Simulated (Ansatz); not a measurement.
Where the default PAW files enter, the runs use the earlier of Ansatz's two default sets.

The decay constant κ of evanescent states in the gap governs leakage through a thin film.

Consider the following.

```xyz
6
Lattice="5.0174 0.0000 0.0000 1.4459 4.8046 0.0000 1.4459 1.0748 2.0022" Properties=species:S:1:pos:R:3 pbc="T T T"
Si     3.9547     2.9397     1.0011
Si     0.0000     0.0000     0.0000
O      2.5418     1.8895     0.7735
O      5.3675     3.9899     1.2287
O      2.8588     4.4139     1.0011
O      5.0505     1.4655     1.0011
```

Space group of this cell: P4_2/mnm, rutile. The cell is taken as given; by r2SCAN its mean pressure is -9.7 GPa.

Transport runs along the normal of the first two printed cell vectors, the (111) plane of the conventional cell.

No gap correction and no spin-orbit coupling; mid-gap values are interpolated between computed energies.

Problem. Estimate the band gap and the smallest decay constant κ at mid-gap that r2SCAN in Ansatz (a quantum-chemistry and plane-wave program) returns for this system.

Solution. Gap 5.97 eV on a 14×14×14 mesh; κ = 0.408 1/Å, at the zone centre.
